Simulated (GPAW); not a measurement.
A self-consistent single point of Hf4AlSi (I422, 6 atoms in the cell) with GPAW.

Method of the run: PBEsol, GPAW PAW datasets PBEsol (made by gpaw-setup) (plane waves; GPAW).

The change in words: lattice scaled by 0.98. Reference geometry:
```
CELL_PARAMETERS angstrom
     -3.32953     3.32953     2.60735
      3.32953    -3.32953     2.60735
      3.32953     3.32953    -2.60735
ATOMIC_POSITIONS crystal
  Hf 0.40414 0.90414 0.80828
  Hf 0.90414 0.09586 0.50000
  Hf 0.09586 0.59586 0.19172
  Hf 0.59586 0.40414 0.50000
  Al 0.50000 0.50000 0.00000
  Si 0.00000 0.00000 0.00000
```

Reference input (self-consistent single point, DFT PBEsol, plane waves, GPAW PAW datasets PBEsol (made by gpaw-setup)): mode = pw; ecut = 600 eV; xc = PBEsol; kpts = 6 6 6; mesh shift (steps) = 0 0 0; occupations.name = methfessel-paxton; occupations.width = 0.1 eV; occupations.order = 0; nbands = -10; symmetry.symmorphic = false; symmetry.tolerance = 0.0005; maxiter = 150. This run's input differs from it in these lines:

```diff
@@ -5,5 +5,5 @@
 atoms = Atoms(['Hf', 'Hf', 'Hf', 'Hf', 'Al', 'Si'],
-              cell=[[-3.329530, 3.329530, 2.607350],
-                    [3.329530, -3.329530, 2.607350],
-                    [3.329530, 3.329530, -2.607350]],
+              cell=[[-3.262939, 3.262939, 2.555203],
+                    [3.262939, -3.262939, 2.555203],
+                    [3.262939, 3.262939, -2.555203]],
               scaled_positions=[[0.404140, 0.904140, 0.808280],
```

Output (repeated stretches shortened):

```
     iter     time        total  log10-change:
                         energy   eigst   dens
iter:   1 --:--:--   -45.871109
iter:   2 --:--:--   -45.785190   -1.20  -1.23
iter:   3 --:--:--   -45.461980   -0.38  -1.25
iter:   4 --:--:--   -45.382460   -1.57  -1.67
iter:   5 --:--:--   -45.244701   -1.01  -1.70
iter:   6 --:--:--   -45.282321   -1.50  -1.66
iter:   7 --:--:--   -45.223771   -2.98  -2.16
iter:   8 --:--:--   -45.221855   -3.36  -2.49
iter:   9 --:--:--   -45.220978c  -3.81  -2.60
iter:  10 --:--:--   -45.218531c  -2.56  -2.65
iter:  11 --:--:--   -45.216428c  -4.35  -2.94
iter:  12 --:--:--   -45.216426c  -5.42  -3.57
iter:  13 --:--:--   -45.216553c  -4.64  -3.59
iter:  14 --:--:--   -45.216446c  -5.43  -3.60
iter:  15 --:--:--   -45.216431c  -5.42  -3.90
iter:  16 --:--:--   -45.216434c  -6.30  -3.98
iter:  17 --:--:--   -45.216431c  -5.66  -4.05c
iter:  18 --:--:--   -45.216427c  -6.56  -4.01c
iter:  19 --:--:--   -45.216428c  -6.12  -4.19c
iter:  20 --:--:--   -45.216424c  -6.58  -4.24c
iter:  21 --:--:--   -45.216425c  -6.78  -4.35c
iter:  22 --:--:--   -45.216424c  -7.30  -4.52c
iter:  23 --:--:--   -45.216424c  -7.63c -4.67c
Converged after 23 iterations.

Dipole moment: (0.000000, -0.000000, -0.000000) |e|*Ang

Energy contributions relative to reference atoms: (reference = -1653511.325707)

Kinetic:        +67.849027
Potential:      -58.505221
External:        +0.000000
XC:             -52.518448
Entropy (-ST):   -0.024732
Local:           -2.029416
SIC:             +0.000000
--------------------------
Free energy:    -45.228789
Extrapolated:   -45.216424

Showing only first 2 kpts
 Kpt  Band  Eigenvalues  Occupancy
  0    25      9.01101    2.00000
  0    26      9.14961    2.00000
  0    27      9.14962    2.00000
  0    28     11.82816    0.00000

  1    25      8.92984    2.00000
  1    26      9.09884    2.00000
  1    27      9.31918    2.00000
  1    28     11.63564    0.00000

Fermi level: 9.75388

No gap
   [... lines left out ...]
  0 Hf   -0.03622   -0.03622    0.00000
  1 Hf    0.03622   -0.03622    0.00000
  2 Hf    0.03622    0.03622    0.00000
  3 Hf   -0.03622    0.03622   -0.00000
  4 Al   -0.00000    0.00000    0.00000
  5 Si    0.00000    0.00000    0.00000

Stress tensor:
    -0.041928    -0.000000     0.000000
    -0.000000    -0.041928    -0.000000
     0.000000    -0.000000    -0.046696
Stress (GPa, Voigt): [-6.7176 -6.7176 -7.4816 -0.      0.     -0.    ]
```

The run converged in 23 iterations. GPAW prints stress with tension positive. Against the reference run the free energy goes up by 17.5 meV/atom, the pressure goes from -1.65 to 6.97 GPa and the largest force goes from 0.003 to 0.051 eV/Å.

The starting cell comes from a database of computed structures (which also holds hypothetical and non-ambient phases and stackings), without a prior relaxation at this level. For this run, on top of that: lattice scaled by 0.98. With a pressure of about 7 GPa the cell is away from its equilibrium volume at this level.

Cost on one core of a shared machine: roughly 60 s.
